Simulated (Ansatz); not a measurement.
Input and output of a self-consistent single point for LaNiGe₃ (I4mm, 5 atoms in the cell) (Ansatz, a first-principles code).

Method of the run: LDA (PW92), default PAW files made with PBE (plane waves; Ansatz).

```
LaNiGe3
1.0
   -2.19443     2.19443     4.82653
    2.19443    -2.19443     4.82653
    2.19443     2.19443    -4.82653
La Ni Ge
1 1 3
Direct
  0.57708   0.57708   0.00000
  0.23409   0.23409   0.00000
  0.82993   0.32993   0.50000
  0.32993   0.82993   0.50000
  0.99096   0.99096   0.00000
```

Reference input (self-consistent single point, DFT, LDA (PW92), plane waves, default PAW files made with PBE): basis.ecutwfc = 420 eV; kpoints.mp_grid.grid = 8 8 8; hamiltonian.xc = lda; hamiltonian.pseudopotentials = {kind: paw} (the program's default PAW files); scf.occupations.method = gaussian; scf.occupations.width = 0.1 eV. This run's input differs from it in these lines:

Ansatz 0.2 input:
```diff
@@ -16,3 +16,3 @@
   mp_grid:
-    grid: [8, 8, 8]
+    grid: [13, 13, 13]
 hamiltonian:
@@ -23,4 +23,4 @@
   occupations:
-    method: gaussian
-    width: 0.1
+    method: fermi_dirac
+    width: 0.5
 output:
```

Output (repeated stretches shortened):

```
SCF iter   1: F=—  HF=-24501.153667 eV  |F-HF|=—  |Δ(HF+E_count)|=         —  Δρ=3.61e-2  dr2=1.34e0  ethr=1.77e-3  ⟨swp⟩=7.2  Hψ=79258  notcnv=0
all-band conjugate gradients solve this SCF's bands
automatic band count: the SCF goes on with 62 bands, as 49 were too few: the levels above may hold too much charge
preconditioner: auto → Kerker (q_TF=auto, 2.608 Å⁻¹)
SCF iter   2: F=—  HF=-24501.074580 eV  |F-HF|=—  |Δ(HF+E_count)|=   7.91e-2  Δρ=1.81e-2  dr2=3.88e-1  ethr=1.77e-3  ⟨swp⟩=1.0  Hψ=14112  notcnv=0
   [... lines left out ...]
SCF iter   6: F=—  HF=-24501.026818 eV  |F-HF|=—  |Δ(HF+E_count)|=   4.46e-5  Δρ=2.60e-4  dr2=8.05e-5  ethr=2.70e-7  ⟨swp⟩=2.5  Hψ=22200  notcnv=0
SCF iter   7: F=—  HF=-24501.026792 eV  |F-HF|=—  |Δ(HF+E_count)|=   2.61e-5  Δρ=4.16e-5  dr2=2.08e-6  ethr=1.13e-7  ⟨swp⟩=1.5  Hψ=12296  notcnv=0
SCF iter   8: F=—  HF=-24501.026792 eV  |F-HF|=—  |Δ(HF+E_count)|=   3.81e-7  Δρ=9.18e-6  dr2=1.46e-7  ethr=2.93e-9  ⟨swp⟩=2.1  Hψ=16751  notcnv=0
SCF iter   9: F=-24501.026792 eV  HF=-24501.026792 eV  |F-HF|=1.21e-8  |Δ(HF+E_count)|=   2.43e-8  Δρ=2.95e-6  dr2=1.87e-8  ethr=1.41e-10  ⟨swp⟩=5.1  Hψ=40972  notcnv=0
SCF 1 converged in 9 iterations: F = -24501.026792 eV  dr2 = 1.87e-8
Free energy (F): -24501.026792 eV
Internal energy: -24498.834944 eV  (E = F + TS)
E sigma→0 (E₀):  -24499.930868 eV
Entropy (-TS):   -2.191848 eV (-438.370 meV/atom)
Fermi energy:    13.283278 eV
--- Forces (eV/Å), atoms counted from 1 ---
  atom   1  La     0.00000000    -0.00000000    -0.07735433
  atom   2  Ni     0.00000000    -0.00000000    -0.03126824
  atom   3  Ge    -0.00000000     0.00000000    -0.05168658
  atom   4  Ge     0.00000000    -0.00000000    -0.05168658
  atom   5  Ge    -0.00000000     0.00000000     0.21196888
--- Stress (GPa, compression-positive) ---
       -1.917452      -0.000000       0.000000
       -0.000000      -1.917452      -0.000000
        0.000000      -0.000000      -1.878599
  P = ⅓ Tr σ = -1.9045 GPa (-19.045 kbar)
  The stress holds the Pulay correction. Without it, at fixed plane waves, as pw.x and ABINIT print it: P = -1.9400 GPa
```

The run converged in 9 iterations. Against the reference run the free energy drops by 177 meV/atom, the pressure goes from -4.37 to -1.90 GPa and the largest force goes from 0.286 to 0.212 eV/Å.

The starting cell comes from a database of computed structures (which also holds hypothetical and non-ambient phases and stackings), without a prior relaxation at this level. Its lattice was rescaled by up to half a per cent. One atom was moved a little off its site on purpose. Spin polarisation is off. Ansatz's pressure includes its estimate of the finite-basis (Pulay) stress.

Cost on one core of a shared machine: roughly 3 min.
